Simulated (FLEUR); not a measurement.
Input and output of a self-consistent single point for Co (P6_3/mmc, 2 atoms in the cell) (FLEUR).

Computed with LDA (Perdew-Zunger), all-electron FLAPW (FLEUR), scalar-relativistic valence.

```
Co
1.0
    2.45049     0.00000     0.00000
   -1.22525     2.12219     0.00000
    0.00000     0.00000     3.98616
Co
2
Direct
  0.33333   0.66667   0.25000
  0.66667   0.33333   0.75000
```
Moments meant for the start (each program seeds them in its own way; μB, in the order of the atoms Co Co): 3.0 3.0.

Reference input (self-consistent single point, DFT, PBE, all-electron FLAPW (FLEUR), scalar-relativistic valence): Kmax = 3.8 1/bohr; GmaxXC = 15.2 1/bohr; xcFunctional = pbe; jspins = 2; l_soc = F; mode = gauss; fermiSmearingEnergy = 0.00183747 Htr; mesh (inpgen div1-3) = 12 12 7; inpgen gamma flag = true; Gmax = 15.2 1/bohr; numbands = 0; maxIterBroyd = 15. This run's input differs from it in these lines:

```diff
@@ -14,2 +14,3 @@
 &comp jspins=2 /
+&exco xctyp='pz' /
 &kpt div1=12 div2=12 div3=7 gamma=t /
@@ -26,3 +27,3 @@
       <coreElectrons ctail="T" frcor="F" kcrel="0" coretail_lmax="0"/>
-      <xcFunctional name="pbe" relativisticCorrections="F"/>
+      <xcFunctional name="pz" relativisticCorrections="F"/>
       <magnetism jspins="2"/>
```

Output (repeated stretches shortened):

```
 Iteration:     1   Distance:      38.13039170 me/bohr^3
 Iteration:     2   Distance:      36.47634508 me/bohr^3
 Iteration:     3   Distance:      22.86646789 me/bohr^3
 Iteration:     4   Distance:       7.80844971 me/bohr^3
 Iteration:     5   Distance:       4.12393815 me/bohr^3
   [... 13 lines left out ...]
 Iteration:    19   Distance:       0.00035049 me/bohr^3
 Iteration:    20   Distance:       0.00029845 me/bohr^3
 Iteration:    21   Distance:       0.00002886 me/bohr^3
 Iteration:    22   Distance:       0.00000436 me/bohr^3
 Run finished successfully
 Stop message:
   Structural relaxation: Done

[file out, last iteration]
             iter=     23
[...]
          total density-effective poten   -4.4207712027E+03
          total charge density-energy d   -1.1466167057E+02
 Updated energy parameters for spin:           1
 Updated energy parameters for spin:           2
[...]
 fermi energy and band-weighting factors:

[...]
FERMIE:
          first approx. to ef    (T=0)  :   0.396339 htr   (energy of the highest occ. eigenvalue)
          number of occ. states  (T=0)  :       2297
          first approx. to seigv (T=0)  : -15.236967 htr
          sum of weights of occ. states :  30.006944
          sum of semicore charge        :   0.000000 e
          fermi energy=   0.39668 har   work function= -10.79412 ev
   [... lines left out ...]
     k-point=   56
     k-point=   57
     k-point=   58
     k-point=   59
     k-point=   60
     k-point=   61
     k-point=   62
     k-point=   63
     k-point=   64
     k-point=   65
     k-point=   66
     k-point=   67
     k-point=   68
     k-point=   69
     k-point=   70
     k-point=   71
     k-point=   72
     k-point=   73
     k-point=   74
     k-point=   75
     k-point=   76
      0.004 0.004 0.004 0.004 0.004 0.004 0.004 0
```

The run converged in 22 iterations. FLEUR gives forces in its relaxation mode, with a further iteration, so its stop message speaks of a relaxation. Against the reference run the size of the net moment goes from 1.58 to 1.49 μB/atom.

The starting cell comes from a database of computed structures (which also holds hypothetical and non-ambient phases and stackings), without a prior relaxation at this level. Its lattice was rescaled by a random factor within 2.5 % of one. The magnetic order is the one reached from the typed start; others were not searched systematically. Values depend on the basis (sphere radii, cutoffs, local orbitals), which need not be converged.

Cost on one core of a shared machine: roughly 2 min.
